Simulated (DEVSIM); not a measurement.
Structure: Ru/HfO2/n-GaSb capacitor, at 300 K.

| layer (left to right) | material | thickness (nm) | Nd (cm⁻³) |
|---|---|---|---|
| 1 | HfO2 | 5.20 | - |
| 2 | GaSb | 12000 | 2.7e15 |

Metal gate on the left, work function 4.7 eV. Fixed charge at the semiconductor interface -2.8e10 cm⁻² (in units of +e); no interface traps.

This is a model device: material constants are rounded textbook-type values typed into the input, and sizes, dopings and lifetimes were drawn at random. Values at 300 K; Nc and Nv go as T^1.5, mobilities as T to minus their exponent, the gap by Varshni's rule with the affinity fixed.

| parameter | HfO2 | GaSb |
|---|---|---|
| gap (eV) | 5.7 | 0.726 |
| affinity (eV) | 2.5 | 4.06 |
| permittivity | 22 | 15.7 |
| Nc (cm⁻³) | - | 2.1e17 |
| Nv (cm⁻³) | - | 1.8e19 |
| Varshni α (eV/K) | - | 0.00042 |
| Varshni β (K) | - | 140 |

DEVSIM, 1D Poisson equation in equilibrium, Boltzmann statistics, complete ionisation; no quantum confinement or tunnelling. Metal contacts follow the ideal Schottky-Mott rule: no Fermi-level pinning, no interface dipoles.

Base results: minimum of the low-frequency capacitance (μF/cm²) 0.0341; capacitance of the dielectric stack (μF/cm²) 3.75; threshold voltage (band bending 2φF) (V) 0.14; flat-band voltage (V) 0.53.

What follows from this one change: HfO2 thickness 0.0052 → 0.0062 μm?

minimum of the low-frequency capacitance little changed (0.0341 μF/cm²); capacitance of the dielectric stack 3.75 → 3.14 μF/cm²; threshold voltage (band bending 2φF) little changed (0.14 V); flat-band voltage little changed (0.53 V).

What follows from this one change: temperature 300 → 500 K?

minimum of the low-frequency capacitance 0.0341 → 0.149 μF/cm²; capacitance of the dielectric stack little changed (3.75 μF/cm²); threshold voltage (band bending 2φF) 0.14 → 0.39 V; flat-band voltage 0.53 → 0.44 V.

What follows from this one change: gate work function 4.7 → 4.85 eV?

minimum of the low-frequency capacitance little changed (0.0341 μF/cm²); capacitance of the dielectric stack little changed (3.75 μF/cm²); threshold voltage (band bending 2φF) 0.14 → 0.29 V; flat-band voltage 0.53 → 0.68 V.

What follows from this one change: substrate doping 2.7e+15 → 5.4e+15 cm^-3?

minimum of the low-frequency capacitance 0.0341 → 0.0450 μF/cm²; capacitance of the dielectric stack little changed (3.75 μF/cm²); threshold voltage (band bending 2φF) 0.14 → 0.12 V; flat-band voltage 0.53 → 0.55 V.

What follows from this one change: fixed charge -2.8e+10 → -2.578e+12 cm^-2?

minimum of the low-frequency capacitance little changed (0.0345 μF/cm²); capacitance of the dielectric stack little changed (3.75 μF/cm²); threshold voltage (band bending 2φF) 0.14 → 0.25 V; flat-band voltage 0.53 → 0.64 V.

What follows from this one change: interface trap density 0 → 1e+11 cm^-2 eV^-1?

minimum of the low-frequency capacitance 0.0341 → 0.0498 μF/cm²; capacitance of the dielectric stack little changed (3.75 μF/cm²); threshold voltage (band bending 2φF) little changed (0.14 V); flat-band voltage little changed (0.53 V).
